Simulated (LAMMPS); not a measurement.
Molecular dynamics of a melt made from Cu (fcc), 4000 atoms, at 1900 K and 0 GPa, brought to that temperature within a few picoseconds.

Level of theory: classical MD, pair style eam/alloy, file CuNi.eam.alloy, run in LAMMPS.

Problem. Give number structure factor against q (1/Å) as the simulation yields it.

Solution. State found: liquid.
```tsv
q (1/Å)	number structure factor
0.6800	0.038
0.8800	0.042
1.080	0.047
1.280	0.065
1.480	0.081
1.680	0.108
1.880	0.162
2.080	0.244
2.280	0.422
2.480	0.837
2.680	1.45
2.880	1.90
3.080	1.89
3.280	1.50
3.480	1.09
3.680	0.843
3.880	0.736
4.080	0.698
4.280	0.709
4.480	0.764
4.680	0.851
4.880	0.954
5.080	1.06
5.280	1.13
5.480	1.17
5.680	1.17
5.880	1.13
6.080	1.06
6.280	0.998
6.480	0.946
6.680	0.915
6.880	0.907
7.080	0.917
7.280	0.942
7.480	0.974
7.680	1.01
7.880	1.03
8.080	1.05
8.280	1.05
8.480	1.04
8.680	1.03
8.880	1.01
9.080	0.995
9.280	0.981
9.480	0.972
9.680	0.970
9.880	0.975
10.08	0.984
10.28	0.994
10.48	1.00
10.68	1.01
10.88	1.02
11.08	1.02
11.28	1.01
11.48	1.01
11.68	1.00
11.88	0.999
```
